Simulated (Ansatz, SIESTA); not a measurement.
**One structure in several programs: Cu₃Rh (P1, 8 atoms in the cell)**

Self-consistent single point, at a second geometry (atoms moved at random). First geometry:

```
Cu3Rh
1.0
    5.26481     0.00000     0.00000
   -2.63240     4.55946     0.00000
    0.00000     0.00000     4.25455
Cu Rh
6 2
Direct
  0.32784   0.16392   0.75000
  0.67216   0.83608   0.25000
  0.16392   0.32784   0.25000
  0.83608   0.67216   0.75000
  0.83608   0.16392   0.75000
  0.16392   0.83608   0.25000
  0.66667   0.33333   0.25000
  0.33333   0.66667   0.75000
```

Second geometry:
```xyz
8
Lattice="5.2648 0.0000 0.0000 -2.6324 4.5595 0.0000 0.0000 0.0000 4.2546" Properties=species:S:1:pos:R:3 pbc="T T T"
Cu     1.3044     0.7471     3.2916
Cu     1.3683     3.7932     1.0658
Cu     0.0176     1.4813     1.0227
Cu     2.5827     3.0278     3.1838
Cu     3.9869     0.7686     3.1614
Cu    -1.3405     3.8179     1.0566
Rh     2.6072     1.5651     1.1076
Rh     0.0030     3.0368     3.1286
```

Shared settings, as Ansatz (an electronic-structure program) writes them: kpoints.mp_grid.grid = 5 5 5; scf.occupations.method = gaussian; scf.occupations.width = 0.05 eV. Potentials and cutoffs stand in the table.

```
code                                                                                                                            model  ΔF from the first geometry (meV/atom)  pressure (GPa)  largest force (eV/Å)       cutoff
------  -----------------------------------------------------------------------------------------------------------------------------  -------------------------------------  --------------  --------------------  -----------
Ansatz                                                                                                PBEsol, PAW files made with PBE                                   12.4           -9.95                 0.715      default
SIESTA  GGA PBEsol, numerical atomic orbitals TZP, PseudoDojo PBEsol standard norm-conserving potentials (rewritten from UPF to PSML)                                   13.2          -10.75                 0.763  grid 300 Ry
```

Size of the force on each atom (eV/Å): Sizes of forces hide their directions.

```csv
code,Cu1,Cu2,Cu3,Cu4,Cu5,Cu6,Rh7,Rh8
Ansatz,0.629,0.578,0.405,0.441,0.302,0.227,0.715,0.433
SIESTA,0.651,0.604,0.388,0.482,0.313,0.194,0.763,0.465
```

On Ansatz's run: spin polarisation is off.

The spread over the programs that give each value: ΔF from the first geometry within 0.8 meV/atom; pressure within 0.80 GPa; largest force within 0.048 eV/Å.

SIESTA uses small atom-centred bases, whose incompleteness enters pressures, forces and empty levels differently from a plane-wave cutoff. Ansatz's pressure is given at a fixed set of plane waves, as the other plane-wave codes print theirs; with its correction for the finite basis it is -9.85 GPa.

The starting cell comes from a database of computed structures (which also holds hypothetical and non-ambient phases and stackings), without a prior relaxation at this level. Its lattice was rescaled by a random factor within 2.5 % of one. For this run, on top of that: atoms moved at random.

Keys are those of Ansatz 0.2.
